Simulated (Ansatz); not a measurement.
Results of r²SCAN in Ansatz (plane waves, PAW) for Ag₄HgGe₂S₇ (Cc, No. 9; cell taken from a computed entry).

Run with plane-wave cutoff 560 eV, 6×6×4 k mesh (along the axes of the cell as run), Fermi–Dirac smearing 0.01 eV, no spin polarisation, scalar-relativistic PAW data made under PBE.

Cell (relaxed with PBEsol):

Ag4HgGe2S7 has the monoclinic space group Cc (No. 9), Pearson symbol mS56. Lattice parameters: a = 17.5010 Å, b = 6.7696 Å, c = 10.3797 Å, α = γ = 90.00°, β = 92.76°. Ag1 on 4a is surrounded by 4 S at 2.463–2.557 Å (tetrahedral). Ag2 on 4a has 4 S at 2.492–2.511 Å (tetrahedral). Ag3 on 4a has 4 S at 2.444–2.584 Å. Ag4 on 4a is coordinated by 4 S at 2.477–2.597 Å (tetrahedral). Ge1 on 4a has 4 S at 2.228–2.304 Å (tetrahedral). Ge2 on 4a sees 4 S at 2.196–2.356 Å (tetrahedral). Hg on 4a is surrounded by 4 S at 2.492–2.621 Å. S1 on 4a is coordinated by 2 Ge at 2.304–2.356 Å and 2 Ag at 2.511–2.544 Å. 6 further independent sites are not listed. (Neighbours: up to the widest gap in distance over summed covalent radii, below 1.35, at either atom; cation-cation and far metal-metal contacts left out.)
(The calculation used a cell of 28 atoms; values per cell refer to that cell.)

Task: Estimate the band gap and smallest direct gap on the k points sampled that the calculation returns.

Result: 
* **band gap**: 0.89 eV
* **smallest direct gap on the k points sampled**: 0.90 eV

Note: cell and atoms aren't relaxed at this level (largest force component 0.40 eV/Å, pressure 1.9 GPa); this cell isn't known to be the ambient phase, and symmetry holds it in the calculation.

Spin–orbit coupling is not included.

Computing time: very roughly 30 core-minutes.

Ansatz is a first-principles code.
